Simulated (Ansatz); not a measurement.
Al on the 1x1 (110) surface of 3C silicon carbide (cut with top plane C + Si), one in a 2x2 cell, energies for each (54.3 Å²). Energies are against an atom of fcc Al, without zero-point or thermal terms; each row is named by its start. No converged result for: 1 more start.

Host crystal: 3C silicon carbide, with a band gap (PBE, scalar-relativistic without spin-orbit coupling).

Computed with PBE (plane waves to 420 eV, PAW; Ansatz, a first-principles code).

Model: 49-atom slab, 7.7 Å thick at the start under the adsorbate (thin: gaps and levels are the slab's own), 3x3x1 mesh, Fermi-Dirac 0.01 eV, dipole correction, 24 atoms held, the rest relaxed; each run with such symmetry as its start has; spin-polarised, no spin-orbit, no U, no dispersion correction.

A negative adsorption energy means that the adsorbate is more stable on the surface than in its reference. Starts that drift may end in the same place. Heights count from the host atoms within 0.3 Å of the top one. Moments of ungapped slabs depend on the mesh.

| starting site | E_ads (eV) | height (Å) | nearest host atom (Å) | bonded to | change of the vacuum step (eV) | lateral drift (Å) | moment (μB) |
|---|---|---|---|---|---|---|---|
| top C | 0.23 | 1.22 | C 2.04 | C + 2 Si | -0.86 | 1.7 | 0.2 |
| over Si at depth 1.5 Å | 0.23 | 1.28 | C 2.04 | C + 2 Si | -0.86 | 0.6 | 0.2 |
| over C at depth 1.5 Å | -0.43 | 0.98 | C 2.10 | 2 C + 2 Si | -1.30 | 1.0 | 0.0 |
| hollow beside Si | -0.43 | 0.98 | C 2.10 | 2 C + 2 Si | -1.30 | 1.2 | 0.0 |
| hollow C-C-Si-Si | -0.43 | 0.98 | C 2.09 | 2 C + 2 Si | -1.30 | 0.2 | 0.0 |
| bridge C-Si (span 3.9 Å) | -0.43 | 0.98 | C 2.10 | 2 C + 2 Si | -1.31 | 0.9 | 0.1 |
